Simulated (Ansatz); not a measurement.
Start from MoSi2 (space group I4/mmm, No. 139; a = 3.217 Å, c = 7.873 Å).

(Cell as relaxed with PBE.)

Levels (all Ansatz, a first-principles code, PAW, earlier PAW set): PBE (420 eV, without spin-orbit coupling); r2SCAN (500 eV, no SOC).

Each level relaxes its own structure.

```
base                      PBE    r2SCAN
-------------------  --------  --------
volume per atom      13.58 Å³  13.36 Å³
lattice parameter a   3.217 Å   3.202 Å
band gap                 zero      zero
```

It is then changed as follows: cell and atoms relaxed at a pressure of 10 GPa.

```tsv
quantity	PBE	r2SCAN
lattice parameter a	3.167 Å	(withheld)
c/a ratio	2.455	(withheld)
```

Q: Predict the r2SCAN column.

A: 
- lattice parameter a, r2SCAN: 3.154 Å
- c/a ratio, r2SCAN: 2.450

PBE's lattice parameter a lies 0.0124 Å above r2SCAN's (0.4 %); PBE's c/a ratio lies 0.0045 above r2SCAN's. Neither level is exact; r2SCAN is the comparison here, not a measurement.

The mesh was chosen for an insulator and is coarse for the gapless case. Load acts through the strain it causes; cell and atoms are relaxed under it. Whether these cells are dynamically stable was not tested. No other phases were tried under pressure. All final runs are without spin polarisation.
